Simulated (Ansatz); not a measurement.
**CdS, pressure series**

Take CdS in the wurtzite structure (space group P6_3mc, No. 186; a = 4.1244 Å, c = 6.7082 Å) as the base.

Cell and atoms are relaxed at each pressure.

Computed with Kohn–Sham DFT with the PBEsol functional, run in Ansatz (an electronic-structure program) with PAW and 420 eV plane waves, scalar-relativistic without spin-orbit coupling.

Notes on the quantities. enthalpy: H = E + PV relative to the base's energy.

```csv
change,enthalpy,volume per atom,c/a ratio,width of the top valence band
base,–,24.71 Å³,1.626,1.74 eV
pressure −2 GPa,-0.31 eV/atom,25.60 Å³,1.627,1.64 eV
pressure −1 GPa,-0.16 eV/atom,25.13 Å³,1.627,1.69 eV
pressure 0.9 GPa,+0.14 eV/atom,[?],1.627,[?]
pressure 2.1 GPa,+0.32 eV/atom,23.93 Å³,1.627,1.84 eV
pressure 4.5 GPa,+0.67 eV/atom,23.18 Å³,1.628,1.95 eV
pressure 9 GPa,+1.31 eV/atom,22.06 Å³,1.633,2.12 eV
pressure 15 GPa,+2.11 eV/atom,20.90 Å³,1.647,2.32 eV
pressure 22.5 GPa,+3.06 eV/atom,19.71 Å³,1.737,2.65 eV
pressure 30 GPa,+3.95 eV/atom,18.50 Å³,1.906,2.92 eV
```

Task: Fill in the withheld entries from the trend.

Result: 
- pressure 0.9 GPa, volume per atom: 24.36 Å³
- pressure 0.9 GPa, width of the top valence band: 1.79 eV

The levels and masses belong to the bands next to the band gap. Load acts through the strain it causes; cell and atoms are relaxed under it. Stability against distortions was not tested. Measured, CdS leaves this structure (for rock salt) near 2.54 GPa (temperature not stated; as listed in Datta, Sujoy, Jana, Debnarayan, arXiv (2020)), on rising pressure, with hysteresis.
